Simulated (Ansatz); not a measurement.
GaAs (Imm2), r2SCAN with spin-orbit coupling, rigid bands run with Ansatz (a program for electronic structure): Condition of this run: uniaxial stress along [110] of -6 GPa (compression positive) (the target of the relaxation). band gap 0.45 eV, N_c = 2.59e17 cm⁻³ and N_v = 2.93e18 cm⁻³ at 300 K, conductivity masses along x (a = (0.09, 2.92, 2.75) Å; b = (2.92, 0.09, 2.75) Å; c = (3.01, 3.01, 0.00) Å) of 0.0569 mₑ (electrons) and 0.289 mₑ (holes). Take k_BT = 0.02585 eV.

Q: What thermal injection velocity √(2k_BT/πm) limits a ballistic channel along the direction named?

A: 2.26e7 cm/s for electrons and 1.00e7 cm/s for holes, a ratio of √(m_h/m_e) = 2.25, for dilute carriers.

Q: Find the intrinsic carrier density and the intrinsic Fermi level.

A: n_i = √(N_c N_v) exp(−E_g/2k_BT) = 8.71e17 × exp(−8.70) = 1.4e14 cm⁻³. The level lies (k_BT/2) ln(N_v/N_c) = 31 meV from mid-gap (positive towards the conduction band). Each 0.1 eV added to the gap lowers n_i by a factor of 6.9.

Rigid, parabolic bands with the computed gap; masses take one relaxation time for all states. Geometry: cell and atoms relaxed with PBEsol.
